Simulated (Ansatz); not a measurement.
Worked example: self-consistent single point of PdAu3 (P1, 4 atoms in the cell) in Ansatz (a first-principles code).

Computed with LDA (PW92), PAW files made with PBE (plane waves; Ansatz).

```xyz
4
Lattice="-2.0526 2.0526 4.0027 2.0526 -2.0526 4.0027 2.0526 2.0526 -4.0027" Properties=species:S:1:pos:R:3 pbc="T T T"
Pd     0.0425    -0.0983    -0.0533
Au    -0.0938     2.1173     2.0121
Au     2.1218     0.0410     2.0085
Au    -0.0179    -0.0073     4.0380
```

Reference input (self-consistent single point, DFT, PBEsol, plane waves, PAW files made with PBE): basis.ecutwfc = 30.9 Ry; kpoints.mp_grid.grid = 5 5 6; hamiltonian.xc = pbesol; hamiltonian.pseudopotentials = {kind: paw} (the program's default PAW files); scf.occupations.method = gaussian; scf.occupations.width = 0.0037 Ry. This run's input differs from it in these lines:

Ansatz 0.2 input:
```diff
@@ -17,3 +17,3 @@
 hamiltonian:
-  xc: pbesol
+  xc: lda
   pseudopotentials:
```

Output, abridged:

```
SCF iter   1: F=—  HF=-45445.943745 eV  |F-HF|=—  |Δ(HF+E_count)|=         —  Δρ=9.45e-2  dr2=7.04e0  ethr=3.10e-3  ⟨swp⟩=5.2  Hψ=10950  notcnv=0  defer=23
all-band conjugate gradients solve this SCF's bands
preconditioner: auto → Kerker (q_TF=auto, 2.777 Å⁻¹)
SCF iter   2: F=—  HF=-45444.426025 eV  |F-HF|=—  |Δ(HF+E_count)|=    1.52e0  Δρ=4.81e-2  dr2=1.89e0  ethr=3.10e-3  ⟨swp⟩=2.0  Hψ=5692  notcnv=0  defer=161
   [... lines left out ...]
SCF iter   6: F=—  HF=-45443.858403 eV  |F-HF|=—  |Δ(HF+E_count)|=   5.56e-5  Δρ=1.62e-4  dr2=1.63e-5  ethr=3.90e-7  ⟨swp⟩=1.9  Hψ=4017  notcnv=0  defer=160
SCF iter   7: F=—  HF=-45443.858407 eV  |F-HF|=—  |Δ(HF+E_count)|=   4.44e-6  Δρ=4.55e-5  dr2=1.81e-6  ethr=2.18e-8  ⟨swp⟩=2.0  Hψ=5885  notcnv=0  defer=160
SCF iter   8: F=—  HF=-45443.858407 eV  |F-HF|=—  |Δ(HF+E_count)|=   3.75e-7  Δρ=1.42e-5  dr2=2.04e-7  ethr=2.41e-9  ⟨swp⟩=2.8  Hψ=5587  notcnv=0  defer=160
SCF iter   9: F=-45443.858407 eV  HF=-45443.858407 eV  |F-HF|=1.41e-8  |Δ(HF+E_count)|=   4.74e-8  Δρ=4.82e-6  dr2=2.01e-8  ethr=1.33e-10  ⟨swp⟩=9.9  Hψ=14244  notcnv=0
SCF 1 converged in 9 iterations: F = -45443.858407 eV  dr2 = 2.01e-8
Free energy (F): -45443.858407 eV
Internal energy: -45443.854729 eV  (E = F + TS)
E sigma→0 (E₀):  -45443.856568 eV
Entropy (-TS):   -0.003678 eV (-0.919 meV/atom)
Fermi energy:    19.171949 eV
--- Forces (eV/Å), atoms counted from 1 ---
  atom   1  Pd    -0.41050749     0.66261369     0.40394497
  atom   2  Au     0.91093768    -0.31267210    -0.09171008
  atom   3  Au    -0.62661394    -0.29887535    -0.19561135
  atom   4  Au     0.12618281    -0.05106323    -0.11662005
--- Stress (GPa, compression-positive) ---
       -8.890920      -0.254051       0.160667
       -0.254051      -8.485160       0.120185
        0.160667       0.120185      -7.707529
  P = ⅓ Tr σ = -8.3612 GPa (-83.612 kbar)
  The stress holds the Pulay correction. Without it, at fixed plane waves, as pw.x and ABINIT print it: P = -8.4007 GPa
```

The run converged in 9 iterations. Against the reference run the pressure goes from -3.60 to -8.36 GPa and the largest force goes from 1.057 to 0.967 eV/Å.

The starting cell comes from a database of computed structures (which also holds hypothetical and non-ambient phases and stackings), without a prior relaxation at this level. Its atoms were displaced at random from the sites of space group no. 139. Spin polarisation is off. With a pressure of about -8 GPa the cell is away from its equilibrium volume at this level. Ansatz's pressure includes its estimate of the finite-basis (Pulay) stress.
